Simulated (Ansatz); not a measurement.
Consider a periodic stack without vacuum, hcp Ti (0 0 1) on germanium (1 1 1) (film strained to the substrate, started from cuts of the bulks and a machine-learned relaxation; slabs Ge32 and Ti28, which can lie off the formulas): substrate slab Ge32, film Ti28, surface cells [[2, -2], [0, 2]] and [[1, 3], [-3, -2]], film strained by +4.8 and +4.8 %, outermost planes Ge/Ge and Ti/Ti as cut, which need not be the usual terminations and can put a slab off its formula. Its start:

```
Ti7Ge8
1.0
    8.14587     0.00000    -0.00581
   -4.07293     7.05453    -0.00758
    3.88493    -1.50500    20.56316
Ge Ti
32 28
Direct
  0.87165   0.92282   0.04359
  0.97817   0.42503   0.09079
  0.35919   0.83950   0.09282
  0.42054   0.38527   0.06219
  0.27493   0.55083   0.00566
  0.23516   0.00435   0.03719
  0.80658   0.56352   0.04029
  0.67667   0.13219   0.04496
  0.53176   0.29491   0.23390
  0.54444   0.77791   0.23159
  0.04684   0.28299   0.23866
  0.02173   0.79575   0.24698
  0.89408   0.94456   0.18434
  0.88726   0.45138   0.21049
  0.37037   0.94195   0.21126
  0.38261   0.44076   0.18378
  0.15395   0.66465   0.40615
  0.15302   0.17154   0.41455
  0.64559   0.66857   0.40848
  0.65896   0.15296   0.37318
  0.49113   0.32942   0.35541
  0.49406   0.79782   0.35253
  0.01558   0.32603   0.36008
  0.99683   0.82810   0.36756
  0.86224   0.21171   0.54455
  0.70987   0.52792   0.53306
  0.26895   0.00064   0.57602
  0.24355   0.44097   0.54369
  0.08792   0.63844   0.53035
  0.95563   0.94305   0.52997
  0.55526   0.76324   0.52905
  0.56811   0.17349   0.49059
  0.46428   0.54455   0.63589
  0.91037   0.74855   0.63100
  0.58669   0.26763   0.61883
  0.96632   0.44180   0.65204
  0.30903   0.77258   0.63671
  0.70575   0.96839   0.63435
  0.10649   0.19567   0.62925
  0.15480   0.41724   0.74777
  0.64116   0.53116   0.73110
  0.28526   0.11099   0.71286
  0.66213   0.19553   0.73732
  0.04612   0.74494   0.75562
  0.47311   0.78762   0.75232
  0.88003   0.98738   0.73849
  0.30301   0.56729   0.86704
  0.72513   0.74779   0.83991
  0.48957   0.34637   0.84317
  0.87722   0.48152   0.83998
  0.30553   0.96701   0.84619
  0.69387   0.09096   0.84456
  0.09358   0.15409   0.83741
  0.96530   0.40084   0.95072
  0.61587   0.61521   0.96155
  0.20330   0.20728   0.96106
  0.57767   0.25298   0.95628
  0.01904   0.78223   0.93530
  0.42018   0.86608   0.95182
  0.81704   0.01014   0.93879
```

The start was prepared with a machine-learned potential, and the result is one local minimum, with the in-plane cell held and forces under 0.04 eV/Å; the film can end far from its bulk form.

Level of theory: PBE (plane waves to 420 eV, PAW; Ansatz, a program for electronic structure). Scalar-relativistic, without spin–orbit coupling; the runs are not spin-polarised; PBE gaps are too small against experiment. Its k-point mesh 4×4×1, Fermi–Dirac width 0.05 eV.

Problem. Predict the relaxed interface.

Solution. The interface area is 57.5 Å². The period comes out as 20.53 Å and the heights between the nearest atoms of the two slabs at the two interfaces comes out as 0.28 and -1.15 Å. The Ge–Ti contacts across the interfaces within 1.22 times the sum of covalent radii is 63, mean 2.78 Å.
